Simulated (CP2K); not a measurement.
A user runs CP2K on La3InN (Pm-3m, 5 atoms in the cell) and asks whether the run is sound. The aim is a self-consistent single point with DFT PBEsol, GPW, DZVP-MOLOPT-SR-GTH basis, GTH-PBE potentials (GTH_POTENTIALS).

Cell that was meant: a = 5.1275 Å, b = 5.1275 Å, c = 5.1275 Å, α = 90.00°, β = 90.00°, γ = 90.00°.

Part of the input:

```
      PERIODIC XYZ
    &END CELL
    &COORD
      SCALED
      La       2.56375000     2.56375000     0.00000000
      La       0.00000000     2.56375000     2.56375000
      La       2.56375000     0.00000000     2.56375000
```

Output, abridged:

```
 GLOBAL| Method name                                                        CP2K
   [... lines left out ...]
                           51                51.000                        1.000

 Number of electrons:                                                         51
 Number of occupied orbitals:                                                 26
 Number of molecular orbitals:                                                35

 Number of orbital functions:                                                116
 Number of independent orbital functions:                                    116
 SCF WAVEFUNCTION OPTIMIZATION

  Step     Update method      Time    Convergence         Total energy    Change
     1 NoMix/Diag. 0.20E+00      -     1.47325866      -162.4821256673 -1.62E+02
     2 Broy./Diag. 0.20E+00      -     0.33527475      -159.5538093202  2.93E+00
     3 Broy./Diag. 0.20E+00      -     0.22651865      -160.8415891224 -1.29E+00
     4 Broy./Diag. 0.20E+00      -     0.09908708      -161.3333153087 -4.92E-01
     5 Broy./Diag. 0.20E+00      -     0.03366844      -161.0003164651  3.33E-01
     6 Broy./Diag. 0.20E+00      -     0.01741577      -161.0423046134 -4.20E-02
   [... 8 lines left out ...]
    15 Broy./Diag. 0.20E+00      -     0.00000023      -161.1036514389  6.32E-06
    16 Broy./Diag. 0.20E+00      -     0.00000012      -161.1036498709  1.57E-06
    17 Broy./Diag. 0.20E+00      -     0.00000010      -161.1036481383  1.73E-06
    18 Broy./Diag. 0.20E+00      -     8.7324E-09      -161.1036481883 -5.00E-08
  *** SCF run converged in    18 steps ***

  Overlap energy of the core charge distribution:               0.00000000011564
  Self energy of the core charge distribution:               -306.20423403146333
  Core Hamiltonian energy:                                     73.48572991827631
  Hartree energy:                                              94.60314688331805
  Exchange-correlation energy:                                -22.98789872067006
  Smearing free energy correction:                             -0.00039223784161
  Fermi energy:                                                 0.34042776196617

  Total energy:                                              -161.10364818832315

                     Mulliken Population Analysis

   [... lines left out ...]
 STRESS|                        x                   y                   z
 STRESS|      x        6.56081951663E+04   4.71289113748E+02   4.71365619678E+02
 STRESS|      y        4.71289113748E+02   6.56081193828E+04   4.71227240180E+02
 STRESS|      z        4.71365619678E+02   4.71227240180E+02   6.56084215613E+04
 STRESS| 1/3 Trace                                             6.56082453702E+04
```

### Question
Can these results be used? Check the input.

### Answer
The run is not sound. The fault is fractional and Cartesian coordinates mixed up. Numbers meant as fractions of the cell vectors were read as lengths, or the reverse, so the atoms sit in the wrong places. To fix it, make label and numbers agree, by changing either. The run converged in 18 iterations without an error; against the sound input the free energy rises by 340 meV/atom, the pressure goes from -0.75 to 6.56 GPa and the largest force goes from 0.000 to 3.605 eV/Å.

The sound input it was made from differs as follows (other fixes are possible):
```diff
-      SCALED
```

With that input, the run converged in 16 iterations: free energy E − TS -4385.5558 eV; Fermi level (on the code's own zero) 9.17 eV; pressure -0.75 GPa (DFT PBEsol, GPW, DZVP-MOLOPT-SR-GTH basis, GTH-PBE potentials (GTH_POTENTIALS)).

On the sound input: the starting cell comes from a database of published, mostly measured structures (it also holds non-ambient and calculated ones), without a prior relaxation at this level. Values carry the incompleteness of an atom-centred basis. The potentials were made for another functional than the one used.
